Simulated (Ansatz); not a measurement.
Consider PbSe in the rock salt structure (space group Fm-3m, No. 225; a = 6.178 Å).

Level of theory: Kohn–Sham DFT with the r2SCAN functional, run in Ansatz (a quantum-chemistry and plane-wave program) with PAW and 500 eV plane waves, without spin-orbit coupling.

For the base:

```
Item                           Result
----------------------------  -------
Gap between the host's bands  0.67 eV
```

Modification: 0.0590 holes added to each cell, a density of 1.0×10^21 cm⁻³, with a uniform compensating background at fixed cell and a 300 K Fermi–Dirac width.

Problem. Predict the new Fermi level from band edge and gap between the host's bands.

Solution. The Fermi level relative to the doped band's edge (positive inside the band; to 0.05 eV) amounts to +0.40 eV; the gap between the host's bands increases by 0.02 eV, from 0.67 eV to 0.69 eV.

Charged cell with a jellium background: band edges are those of the host's band count, energies are not comparable with the neutral cell, and many-body gap narrowing is missing. Spin-orbit coupling, missing from the scalar runs, can matter with Pb. Whether these cells are dynamically stable was not tested.
